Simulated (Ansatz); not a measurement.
We consider ZrGeTe (P4/nmm, No. 129, 6 atoms in the cell; start mp-3208), described by LDA in Ansatz (plane waves, PAW).

Settings: plane-wave cutoff 520 eV, 14×14×6 k mesh (along the axes of the cell as run), Fermi–Dirac smearing 0.05 eV, scalar-relativistic PAW data made under PBE.

Cell (relaxed at this level):

```
CELL_PARAMETERS angstrom
      3.81666     0.00000     0.00000
      0.00000     3.81666     0.00000
      0.00000     0.00000     8.49089
ATOMIC_POSITIONS crystal
  Zr 0.50000 0.00000 0.24805
  Zr 0.00000 0.50000 0.75195
  Ge 0.00000 0.00000 0.00000
  Ge 0.50000 0.50000 0.00000
  Te 0.50000 0.00000 0.62039
  Te 0.00000 0.50000 0.37961
```

Problem. What does this level give for the bulk modulus B0?

Solution. 
- bulk modulus B0: 104 GPa

The run finds no gap.

Note: the bulk modulus is −V dP/dV from two relaxed cells at ±2 % in volume; the relaxation could not lower the start's symmetry, so the cell can be a saddle point above a distorted one.

Spin–orbit coupling is not included; it can open a gap where bands touch, and shift volumes and moduli.

Computed values are for the static lattice.

The result took about 19 core-minutes (a rough figure).

A start named mp-… is a Materials Project structure, which need not be a measured phase.

Ansatz is an electronic-structure program.
